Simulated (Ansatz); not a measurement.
Mg3Sb2, pressure series

Consider Mg$_{3}$Sb$_{2}$ (space group P-3m1, No. 164; a = 4.596 Å, c = 7.272 Å).

Cell and atoms are relaxed at each pressure.

Method: PBE, PAW, 420 eV (Ansatz, a quantum-chemistry and plane-wave program; without spin-orbit coupling).

Problem. Only one of these keeps a band gap. Which?
A. pressure 9 GPa
B. pressure 45 GPa
C. pressure 60 GPa
D. pressure 1.8 GPa

Solution. D, pressure 1.8 GPa. Computed: pressure 60 GPa: zero; pressure 9 GPa: zero; pressure 1.8 GPa: 0.17 eV; pressure 45 GPa: zero

With Sb present, leaving out spin-orbit coupling can change the band edges. Load acts through the strain it causes; cell and atoms are relaxed under it. Stability against distortions was not tested. No other phases were tried under pressure. The final runs are not spin-polarised. A zero or small gap of Mg3Sb2 can be the functional's error rather than a property of the material.
